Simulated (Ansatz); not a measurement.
Consider Nb in the bcc (W type) structure (space group Im-3m, No. 229; a = 3.248 Å; relaxed with 0.1 eV smearing). Axes: x, y, z lie along the cube axes.

Method: LDA (Ansatz, an electronic-structure program), no spin-orbit coupling.

Strains are applied to the cell and any free atomic positions relax.

One change was made to it. Results:

The energy increases by 5.7 meV/atom; the pressure (mean of the normal stresses, compression positive) goes from zero to -3.6 GPa.

Name the change that was made.
A) uniaxial strain ε_zz = +2.00 %
B) uniaxial strain ε_zz = +2.50 %
C) uniaxial strain ε_zz = −2.50 %

A, uniaxial strain ε_zz = +2.00 %. For comparison, the energy relative to the base in the other runs: uniaxial strain ε_zz = +2.50 % gives +8.9 meV/atom; uniaxial strain ε_zz = −2.50 % gives +9.5 meV/atom.

Stability against distortions was not tested. All final runs are without spin polarisation.
